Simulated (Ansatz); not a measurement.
LiC: isotropic strain +0.52 %

The reference is LiC (space group Immm, No. 71; a = 3.574 Å, b = 4.805 Å, c = 5.305 Å).

It is then changed as follows: an isotropic linear strain of +0.52 %, atoms relaxed at fixed cell.

Method: PBEsol, PAW, 420 eV (Ansatz, a quantum-chemistry and plane-wave program; no SOC), earlier PAW set. Γ-centred 11×11×11 mesh, Fermi–Dirac width 0.05 eV.

```json
[
 {"quantity": "volume per atom", "base": "11.39 Å³", "changed": "11.57 Å³", "shift": "+0.18 Å³"},
 {"quantity": "space group", "base": "Immm (No. 71)", "changed": "Immm (No. 71)", "shift": "–"},
 {"quantity": "energy relative to the base (free energy F)", "base": "0 meV/atom", "changed": "+0.4 meV/atom", "shift": "+0.4 meV/atom"},
 {"quantity": "pressure (mean of the normal stresses, compression positive)", "base": "0.00 GPa", "changed": "-0.69 GPa", "shift": "-0.69 GPa"},
 {"quantity": "band gap", "base": "3.16 eV", "changed": "3.19 eV", "shift": "+0.03 eV"},
 {"quantity": "gap character", "base": "indirect, W → Γ", "changed": "indirect, W → Γ", "shift": "–"},
 {"quantity": "smallest direct gap", "base": "3.43 eV", "changed": "3.46 eV", "shift": "+0.03 eV"},
 {"quantity": "mean gap deformation potential ΔEg/Δln V", "base": "–", "changed": "+1.9 eV", "shift": "–"},
 {"quantity": "width of the top valence band", "base": "0.90 eV", "changed": "0.87 eV", "shift": "-0.03 eV"},
 {"quantity": "electron mass", "base": "1.3 mₑ along a, 0.42 mₑ along b, 0.47 mₑ along c (at Γ)", "changed": "1.3 mₑ along a, 0.44 mₑ along b, 0.49 mₑ along c (at Γ)", "shift": "–"},
 {"quantity": "valley order (the lowest conduction-band minima on the path, energy above the VBM, named in the base's zone)", "base": "Γ 3.16 eV; T (0, 0, 1/2) 3.37 eV; R (0, 1/2, 0) 3.37 eV", "changed": "Γ 3.19 eV; T (0, 0, 1/2) 3.38 eV; R (0, 1/2, 0) 3.40 eV", "shift": "–"}
]
```

Final structure:

```
LiC
1.0
   -1.79611     2.41490     2.66641
    1.79611    -2.41490     2.66641
    1.79611     2.41490    -2.66641
Li C
2 2
Direct
  0.73830   0.23830   0.50000
  0.26170   0.76170   0.50000
  0.86984   0.00000   0.86984
  0.13016   0.00000   0.13016
```

Effective masses come from finite differences of ±0.01 Å⁻¹. Whether these cells are dynamically stable was not tested.
